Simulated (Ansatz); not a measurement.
Worked example: self-consistent single point of Cu3Sn (I4mm, 4 atoms in the cell) in Ansatz (an electronic-structure program).

Method of the run: LDA (PW92), default PAW files made with PBE (plane waves; Ansatz).

The change in words: lattice scaled by 0.98; basis.ecutwfc: 420 eV → 145 eV. Reference geometry:
```
CELL_PARAMETERS angstrom
      0.00000     3.06761     3.06761
      3.06761     0.00000     3.06761
      3.06761     3.06761     0.00000
ATOMIC_POSITIONS crystal
  Cu 0.50815 0.50815 0.49185
  Cu 0.75000 0.75000 0.75000
  Cu 0.25000 0.25000 0.25000
  Sn 0.00000 0.00000 0.00000
```

Reference input (self-consistent single point, DFT, LDA (PW92), plane waves, default PAW files made with PBE): basis.ecutwfc = 420 eV; kpoints.mp_grid.grid = 8 8 8; hamiltonian.xc = lda; hamiltonian.pseudopotentials = {kind: paw} (the program's default PAW files); scf.occupations.method = fermi_dirac; scf.occupations.width = 0.1 eV. This run's input differs from it in these lines:

Ansatz 0.2 input:
```diff
@@ -2,5 +2,5 @@
   lattice:
-    - [0.000000, 3.067610, 3.067610]
-    - [3.067610, 0.000000, 3.067610]
-    - [3.067610, 3.067610, 0.000000]
+    - [0.000000, 3.006258, 3.006258]
+    - [3.006258, 0.000000, 3.006258]
+    - [3.006258, 3.006258, 0.000000]
   atoms:
@@ -11,3 +11,3 @@
 basis:
-  ecutwfc: 420.0 eV
+  ecutwfc: 145.0 eV
 kpoints:
```

The program printed (abridged):

```
SCF iter   1: F=—  HF=-25290.761386 eV  |F-HF|=—  |Δ(HF+E_count)|=         —  Δρ=8.30e-1  dr2=1.70e2  ethr=1.77e-3  ⟨swp⟩=6.0  Hψ=8858  notcnv=0  defer=10
all-band conjugate gradients solve this SCF's bands
preconditioner: auto → LDOS
SCF iter   2: F=—  HF=-25258.557986 eV  |F-HF|=—  |Δ(HF+E_count)|=    3.22e1  Δρ=6.65e-1  dr2=1.17e2  ethr=1.77e-3  ⟨swp⟩=4.7  Hψ=8149  notcnv=0  defer=48
   [... lines left out ...]
SCF iter   7: F=—  HF=-25178.992149 eV  |F-HF|=—  |Δ(HF+E_count)|=   8.60e-4  Δρ=5.80e-4  dr2=1.34e-4  ethr=2.90e-6  ⟨swp⟩=2.1  Hψ=3833  notcnv=0  defer=111
SCF iter   8: F=—  HF=-25178.992092 eV  |F-HF|=—  |Δ(HF+E_count)|=   5.70e-5  Δρ=2.71e-5  dr2=1.73e-7  ethr=1.88e-7  ⟨swp⟩=2.0  Hψ=3518  notcnv=0  defer=111
SCF iter   9: F=—  HF=-25178.992091 eV  |F-HF|=—  |Δ(HF+E_count)|=   1.53e-6  Δρ=1.24e-5  dr2=4.99e-8  ethr=1.41e-10  ⟨swp⟩=8.1  Hψ=9646  notcnv=0
SCF iter  10: F=-25178.992091 eV  HF=-25178.992091 eV  |F-HF|=2.16e-9  |Δ(HF+E_count)|=   2.22e-8  Δρ=2.84e-6  dr2=2.57e-9  ethr=7.03e-11  ⟨swp⟩=2.0  Hψ=6301  notcnv=0
SCF 1 converged in 10 iterations: F = -25178.992091 eV  dr2 = 2.57e-9
Free energy (F): -25178.992091 eV
Internal energy: -25178.963560 eV  (E = F + TS)
E sigma→0 (E₀):  -25178.977825 eV
Entropy (-TS):   -0.028531 eV (-7.133 meV/atom)
Fermi energy:    16.280293 eV
--- Forces (eV/Å), atoms counted from 1 ---
  atom   1  Cu     0.00000000    -0.00000000    -0.42184376
  atom   2  Cu     0.00000000     0.00000000     0.22366145
  atom   3  Cu     0.00000000    -0.00000000     0.22366145
  atom   4  Sn    -0.00000000     0.00000000    -0.02542438
--- Stress (GPa, compression-positive) ---
      104.768427       0.000000       0.000000
        0.000000     104.768427       0.000000
        0.000000       0.000000     104.455554
  P = ⅓ Tr σ = 104.6641 GPa (1046.641 kbar)
  The stress holds the Pulay correction. Without it, at fixed plane waves, as pw.x and ABINIT print it: P = -3784.2266 GPa
```

The run converged in 10 iterations. Against the reference run the free energy rises by 91.8 eV/atom, the pressure goes from -8.83 to 104.7 GPa and the largest force goes from 0.084 to 0.422 eV/Å.

The starting cell comes from a database of computed structures (which also holds hypothetical and non-ambient phases and stackings), without a prior relaxation at this level. Its lattice was rescaled by up to half a per cent. One atom was moved a little off its site on purpose. For this run, on top of that: lattice scaled by 0.98. Spin polarisation is off. Ansatz's pressure includes its estimate of the finite-basis (Pulay) stress. Without the estimate this run gives -3784.23 GPa. The cutoff lies below the one recommended for these files.
